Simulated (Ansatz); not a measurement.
The starting structures come from a database of crystals and need not be the phases stable at ambient conditions.

Consider the following.

```xyz
12
Lattice="5.0747 0.0000 0.0000 0.0000 5.1011 0.0000 0.0000 0.0000 5.2834" Properties=species:S:1:pos:R:3 pbc="T T T"
Zr     1.3522     1.2801     0.1599
Zr     3.7225     3.8306     5.1235
Zr     1.3522     3.8306     2.4818
Zr     3.7225     1.2801     2.8016
O      2.7236     2.5463     1.2145
O      2.3511     5.0968     4.0689
O      2.7236     5.0968     1.4272
O      2.3511     2.5463     3.8562
O      0.3418     2.0093     1.9286
O      4.7328     4.5598     3.3548
O      0.3418     4.5598     0.7131
O      4.7328     2.0093     4.5703
```

The cell is taken as given.

Transport runs along the normal of the first two printed cell vectors.

The gap is the functional's own. No spin-orbit coupling. Mid-gap values are those at the computed energy nearest the middle.

Q: Give the band gap and the smallest decay constant κ at mid-gap that r2SCAN (Ansatz, an electronic-structure program) yields.

A: Gap 4.40 eV on a 6×6×6 mesh; κ = 0.402 1/Å, at the zone centre.
